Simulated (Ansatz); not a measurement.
Structures of equal composition on the (0001) surface of hcp Co, ferromagnetic: p(2x2), one Co adatom; one added row of Co in 4. The slabs share one bottom face, and each structure is named by its start. These are constructed structures in small cells; real faces may alloy, dewet or reconstruct in larger ones, and not all known structures of the face are among them. Slabs of about 10 Å, Fermi-Dirac smearing of 0.1 eV. Bottom of the slabs: a bare face, its two planes held. Relaxed from the named starts with such symmetry as they have, on meshes of like density; energies extrapolated to zero smearing; spin only where a row says so; no spin-orbit coupling, no U. Brackets mark spin-polarised runs, whose order is one that fits the cell. Where a second, spin-polarised start was run, the lower counts. The cells differ, so small differences also carry the error of unlike k-meshes.

Method: PBE (plane waves to 420 eV, PAW; Ansatz, a quantum-chemistry and plane-wave program).

Task: Order them by energy per 1x1 cell (lowest first) at the level PBE.

Result: one added row of Co in 4 (0.00 eV [spin, 41.7 μB a cell]), p(2x2), one Co adatom (0.09 eV [spin, 41.7 μB a cell])
